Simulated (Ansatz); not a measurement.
**Converging shifted k-point meshes: InBi2S4Cl (Cm, 8 atoms in the cell)**

```xyz
8
Lattice="6.3203 -1.9773 0.0000 6.3203 1.9773 0.0000 -3.7222 0.0000 7.7950" Properties=species:S:1:pos:R:3 pbc="T T T"
In     0.0000     0.0000     0.0500
Bi     9.0334     0.0000     2.1449
Bi    -0.1150     0.0000     5.6501
S      0.8860     0.0000     2.4701
S      8.0324     0.0000     5.3249
S      4.5338     0.0000     0.4216
S      4.3847     0.0000     7.3734
Cl     4.4592     0.0000     3.8975
```

Method: PBEsol, default PAW files made with PBE (plane waves; Ansatz, a program for electronic structure).

Base settings: basis.ecutwfc = 420 eV; kpoints.mp_grid.grid = 6 6 2; hamiltonian.xc = pbesol; hamiltonian.pseudopotentials = {kind: paw} (the program's default PAW files); scf.occupations.method = fermi_dirac; scf.occupations.width = 0.02 eV.

In this ladder: kpoints.mp_grid.shift = 0.5 0.5 0.5.

Shifted meshes do not hold Γ, so a gap read on them misses any band edge there.

Only quantities that move along the ladder and can be compared are tabulated.

The count of work is k-points × plane waves × bands × iterations; it is no time. Core times come from one kind of shared machine, to one figure; runs under 30 s give none.

The starting cell comes from a database of computed structures (which also holds hypothetical and non-ambient phases and stackings), without a prior relaxation at this level. Its lattice was rescaled by up to half a per cent. One atom was moved a little off its site on purpose. Spin-orbit coupling is off. In the base run, with a pressure of about -3 GPa the cell is away from its equilibrium volume at this level. Ansatz's pressure includes its estimate of the finite-basis (Pulay) stress.

Steps (kpoints.mp_grid.grid): 2 2 1; 3 3 1; 3 3 2; 4 4 2; 5 5 3; 6 6 3; 7 7 4; 8 8 4; 9 9 4; 9 9 5; 10 10 5; 11 11 6; 13 13 6; 14 14 7; 16 16 8.

Question: What is the coarsest kpoints.mp_grid.grid that holds the forces within 0.01 eV/Å of the last step, with all finer ones?

Answer: 4 4 2, at 0.018 of the last step's count of work; the step before is off by 0.040 eV/Å.

Question: What is the coarsest kpoints.mp_grid.grid that holds the free energy within 0.5 meV/atom of the last step, with all finer ones?

Answer: 6 6 3, at 0.061 of the last step's count of work; the step before is off by 0.60 meV/atom.

```tsv
kpoints.mp_grid.grid	free energy less the last step's (meV/atom)	pressure (GPa)	largest difference of a force vector from the last step's (eV/Å)	gap on the mesh (eV)	count of work / last	core time / last (rough)
2 2 1	65.68	-3.09	0.405	1.675	0.0037	–
3 3 1	16.22	-3.36	0.178	1.646	0.0074	–
3 3 2	3.77	-3.46	0.040	1.695	0.011	–
4 4 2	0.59	-3.47	0.008	1.577	0.018	–
5 5 3	0.60	-3.45	0.005	1.624	0.044	–
6 6 3	0.19	-3.45	0.002	1.597	0.061	–
7 7 4	0.07	-3.45	0.001	1.485	0.10	0.1
8 8 4	0.03	-3.45	0.000	1.483	0.13	0.1
9 9 4	0.01	-3.45	0.000	1.465	0.17	0.2
9 9 5	0.01	-3.45	0.000	1.514	0.21	0.2
10 10 5	0.00	-3.45	0.000	1.513	0.26	0.3
11 11 6	0.00	-3.45	0.000	1.466	0.36	0.4
13 13 6	0.00	-3.45	0.000	1.447	0.50	0.5
14 14 7	0.00	-3.45	0.000	1.461	0.68	0.7
16 16 8	0.00	-3.45	0.000	1.465	1.0	1
```

The gap on the mesh jumps up and down from mesh to mesh; it is no smooth measure of convergence.

Left out of this page: 1 run of the series stopped by limits of time or memory.

Keys are those of Ansatz 0.2.
